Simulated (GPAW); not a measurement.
GPAW is run on CuSe2 (Pnnm, 6 atoms in the cell), and the run fails. The aim is a self-consistent single point with DFT PBEsol, plane waves, GPAW PAW datasets PBEsol (made by gpaw-setup).

Cell that was meant: a = 5.0865 Å, b = 6.2697 Å, c = 3.7904 Å, α = 90.00°, β = 90.00°, γ = 90.00°.

Part of the input:

```python
              pbc=True)

calc = GPAW(mode={'name': 'pw', 'ecut': 850},
            xc='AM05',
            kpts={'size': (3, 3, 4), 'gamma': True},
            occupations={'name': 'methfessel-paxton', 'width': 0.05, 'order': 1},
            nbands=-14,
```

Output (repeated stretches shortened):

```
Input parameters:
  kpts: {gamma: True,
         size: (3, 3, 4)}
  maxiter: 100
  mode: {ecut: 850,
         name: pw}
  nbands: -14
  occupations: {name: methfessel-paxton,
                order: 1,
                width: 0.05}
  symmetry: {symmorphic: False,
             tolerance: 0.0005}
  xc: AM05

Traceback (most recent call last):
   [... frames left out ...]
FileNotFoundError: Could not find required PAW dataset file "Cu.AM05".

You need to set the GPAW_SETUP_PATH environment variable to point to
the directories where PAW dataset and basis files are stored.  See
https://gpaw.readthedocs.io/install.html#install-paw-datasets
for details.
```

Question: From the messages shown, name the fault and mend the input.

Answer: The fault is a functional for which no datasets are installed. The program looks for atomic datasets under the functional's name. To fix it, return to the functional that was meant, or generate datasets for the new one. The program stopped before any SCF iteration.

An input that runs soundly differs in these lines (not the only fix; some lines may just follow from the change or write a value another way):
```diff
-            xc='AM05',
+            xc='PBEsol',
```

With that input, the run converged in 14 iterations: free energy E − TS (from the program's reference atoms) -24.4676 eV; Fermi level (on the code's own zero) 6.27 eV; pressure -4.31 GPa; largest force (vector length) 0.252 eV/Å (DFT PBEsol, plane waves, GPAW PAW datasets PBEsol (made by gpaw-setup)).

On the sound input: the starting cell comes from a database of published, mostly measured structures (it also holds non-ambient and calculated ones), without a prior relaxation at this level. Its lattice was rescaled by a random factor within 2.5 % of one. Spin polarisation is off. With a pressure of about -4 GPa the cell is away from its equilibrium volume at this level. The run gives no clean gap (levels at the Fermi energy touch, overlap or are partly filled at this smearing), which alone does not show that the compound is a metal. Without a gap this mesh is coarse (it stands for a supercell whose shortest vector is 15 Å).
